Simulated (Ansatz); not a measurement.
Seebeck coefficient (μV/K, mean over directions) of p-type ZnS (F-43m) against carrier density, HSE06, rigid bands (Ansatz, a quantum-chemistry and plane-wave program). Computed gap 3.46 eV; densities at which minority carriers matter at this gap, or further valleys turn the trend, are left out. Conductivity mass 0.73 mₑ (harmonic mean over directions), N_v = 7.9e19 cm⁻³ at 300 K.

```json
[
 {"hole density": "1e16 cm⁻³", "300 K": "986", "500 K": "1052"},
 {"hole density": "1e17 cm⁻³", "300 K": "[?]", "500 K": "854"},
 {"hole density": "1e18 cm⁻³", "300 K": "589", "500 K": "655"},
 {"hole density": "3e18 cm⁻³", "300 K": "495", "500 K": "561"},
 {"hole density": "1e19 cm⁻³", "300 K": "392", "500 K": "457"},
 {"hole density": "3e19 cm⁻³", "300 K": "[?]", "500 K": "364"},
 {"hole density": "1e20 cm⁻³", "300 K": "202", "500 K": "263"},
 {"hole density": "3e20 cm⁻³", "300 K": "124", "500 K": "177"},
 {"hole density": "1e21 cm⁻³", "300 K": "62", "500 K": "[?]"}
]
```

Task: Some entries are withheld; supply them.

Result: 
- 1e17 cm⁻³, 300 K: 788
- 3e19 cm⁻³, 300 K: 299
- 1e21 cm⁻³, 500 K: 98

Rigid bands with a gap fixed in temperature, one relaxation time for all states, no polarons or phonon drag, and whether or not such doping can be reached. Spin-orbit coupling is left out; where it splits the top of the valence band, N_v and the p-type Seebeck coefficient come out somewhat high without it. Geometry: cell and atoms relaxed with PBEsol.
